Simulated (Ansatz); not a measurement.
We consider BiVO4 (I4₁/a, No. 88, 12 atoms in the cell; start mp-23044; high-temperature phase), described by PBE-D3(BJ) (Ansatz, an electronic-structure program, PAW).

Numerical settings: plane-wave cutoff 500 eV, 12×12×12 k mesh, Fermi–Dirac smearing 0.05 eV, no spin polarisation, scalar-relativistic PAW data made under PBE.

Cell (relaxed at this level):

```
BiVO4
1.0
   -2.56722     2.56722     5.83459
    2.56722    -2.56722     5.83459
    2.56722     2.56722    -5.83459
V Bi O
2 2 8
Direct
  0.50000   0.50000   0.00000
  0.25000   0.75000   0.50000
  0.00000   0.00000   0.00000
  0.75000   0.25000   0.50000
  0.17179   0.56066   0.89013
  0.31066   0.92053   0.88887
  0.67053   0.28166   0.10987
  0.03166   0.42179   0.11113
  0.57821   0.68934   0.60987
  0.43934   0.32947   0.61113
  0.07947   0.96834   0.39013
  0.71834   0.82821   0.38887
```

Give the computed band gap.


- band gap = 2.15 eV (on the SCF k mesh)

Note: the relaxation could not lower the start's symmetry, so the cell can be a saddle point above a distorted one.

Spin–orbit coupling is not included; with these elements it can move the gap by several tenths of an eV or more.

It cost about 11 core-minutes (a rough figure) of CPU time.

A start named mp-… is a Materials Project structure, which need not be a measured phase.
